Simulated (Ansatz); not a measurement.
## AlV2C: pressure series

Start from AlV2C (space group P6_3/mmc, No. 194; a = 2.886 Å, c = 13.122 Å).

Cell and atoms are relaxed at each pressure.

Computed with Ansatz (an electronic-structure program), r2SCAN, PAW, cutoff 500 eV, no SOC, earlier PAW set.

```json
[
 {"pressure (GPa)": "-2", "volume per atom (Å³/atom)": "11.960"},
 {"pressure (GPa)": "-1", "volume per atom (Å³/atom)": "?"},
 {"pressure (GPa)": "0", "volume per atom (Å³/atom)": "11.830"},
 {"pressure (GPa)": "0.3", "volume per atom (Å³/atom)": "11.811"},
 {"pressure (GPa)": "0.7", "volume per atom (Å³/atom)": "11.786"},
 {"pressure (GPa)": "1.5", "volume per atom (Å³/atom)": "11.737"},
 {"pressure (GPa)": "3", "volume per atom (Å³/atom)": "11.648"},
 {"pressure (GPa)": "7.5", "volume per atom (Å³/atom)": "11.400"},
 {"pressure (GPa)": "10", "volume per atom (Å³/atom)": "11.274"}
]
```

Question: Fit the third-order Birch–Murnaghan form P(V) = (3B₀/2)[(V₀/V)^(7/3) − (V₀/V)^(5/3)]·[1 + (3/4)(B₀′ − 4)((V₀/V)^(2/3) − 1)] (squares taken in P) to the rows shown and predict the withheld row.

Answer: Least squares on the printed values gives V₀ = 11.830 Å³/atom, B₀ = 187 GPa, B₀′ = 4.3; this predicts 11.894 Å³/atom, and the run gives 11.894 Å³/atom, in agreement.

Load acts through the strain it causes; cell and atoms are relaxed under it. No phonon test of stability was made. No other phases were tried under pressure. Seeded moments were not kept for the base. All final runs are without spin polarisation.
